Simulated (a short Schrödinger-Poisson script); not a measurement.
Stack: gated Al0.3Ga0.7As/GaAs δ-doped gas in a quantum well, at 300 K.

| layer | material | thickness (nm) | Na (cm⁻³) |
|---|---|---|---|
| 1 | Al0.3Ga0.7As | 8 | - |
| 2 | Al0.3Ga0.7As | 5 | - |
| 3 | GaAs | 10 | - |
| 4 | Al0.3Ga0.7As | 4000 | 8e15 |

The device is made up for the run: typed textbook-type constants, with dimensions and the other settings drawn at random. Al0.3Ga0.7As: permittivity 12.05, conduction-band edge (eV) 0.237, gap (eV) 1.798, electron mass (mₑ) 0.0919, Nv at 300 K (cm⁻³) 9e18. GaAs: permittivity 12.9, conduction-band edge (eV) 0, gap (eV) 1.424, Nv at 300 K (cm⁻³) 9e18.

Channel valleys (confinement mass, in-plane density-of-states mass, number): Γ 0.067, 0.067, 1. At the gate the conduction-band edge of layer 1 lies 0.99 eV − eVg above the Fermi level of the channel; the field vanishes at the back. Sheet of ionised δ-doping: +4.2e12 e/cm² at 8 nm from the gate. The barrier under the gate holds no holes. Gaps are held at their typed values at every temperature. Mesh 0.08 nm at interfaces.

From a short Schrödinger-Poisson script (our own, NumPy): 1D Poisson equation in equilibrium, electrons quantum, Hartree (BenDaniel-Duke, 40 states a valley, the channel's in-plane mass for all, wave functions free to enter the barrier), parabolic valleys, classical holes, full ionisation, no traps, pinning or gate leakage.

The same stack at other levels of the model or other numerical settings:

```tsv
run	sheet density of all electrons at Vg = 0.5 V (cm⁻²)	capacitance at Vg = 0.5 V (μF/cm²)	centroid of the channel electrons at Vg = 0.5 V (nm)	gate voltage at 1e11 electrons/cm² (V)	rough cost against the base
base	5.32e11	0.551	4.05	0.35	about 1
electrons treated as classical, Boltzmann	6.69e11	0.641	2.73	0.33	0.03
electrons treated as classical, Fermi-Dirac	5.93e11	0.553	3.36	0.33	0.1
electrons treated as quantum, Hartree plus LDA exchange-correlation	5.70e11	0.569	4.00	0.34	about 1
mesh six times as coarse	5.32e11	0.551	4.02	0.35	0.2
one subband a valley	5.26e11	0.544	4.00	0.35	0.2
```

The classical rows ignore confinement, and Boltzmann statistics overrate the density once the band edge passes the Fermi level.
